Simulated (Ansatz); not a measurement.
Reference: Ti (P6_3/mmc), PBEsol, rigid bands (plane waves, PAW, scalar-relativistic; Ansatz, a first-principles code); geometry: cell and atoms relaxed with PBEsol.

```xyz
2
Lattice="2.9000 0.0000 0.0000 -1.4500 2.5115 0.0000 0.0000 0.0000 4.5929" Properties=species:S:1:pos:R:3 pbc="T T T"
Ti     0.0000     1.6743     1.1482
Ti     1.4500     0.8372     3.4447
```

- density of states at the Fermi level per atom: 0.91 states/eV
- Drude plasma energy: 4.0 eV
- root-mean-square Fermi velocity: 3.3 ×10⁵ m/s

### Question
Replace Ti by Zr on the same sites and relax. What happens?

### Answer
Zr (P6_3/mmc): volume per atom 16.7 to 22.5 Å³; density of states at the Fermi level per atom stays about the same (0.91 states/eV to 1.00 states/eV); Drude plasma energy stays about the same (4.0 eV to 4.2 eV); root-mean-square Fermi velocity stays about the same (3.3 ×10⁵ m/s to 3.9 ×10⁵ m/s).

### Question
Replace Ti by Hf on the same sites and relax. What happens?

### Answer
Hf (P6_3/mmc): volume per atom 16.7 to 21.6 Å³; density of states at the Fermi level per atom falls (0.91 states/eV to 0.69 states/eV); Drude plasma energy stays about the same (4.0 eV to 4.2 eV); root-mean-square Fermi velocity rises (3.3 ×10⁵ m/s to 4.6 ×10⁵ m/s).

### Question
Replace Ti by Os on the same sites and relax. What happens?

### Answer
Os (P6_3/mmc): volume per atom 16.7 to 13.9 Å³; density of states at the Fermi level per atom falls (0.91 states/eV to 0.59 states/eV); Drude plasma energy rises (4.0 eV to 8.6 eV); root-mean-square Fermi velocity rises (3.3 ×10⁵ m/s to 8.2 ×10⁵ m/s).

Moves up to 19 % count as about the same. Metals at this level; values at 300 K, both spins, means over directions. As a rough test of the mesh, the Fermi surface's area from every second k point differs by up to 13 %. Spin-orbit coupling is left out.

The missing spin-orbit coupling matters most for Hf (P6_3/mmc), Os (P6_3/mmc).
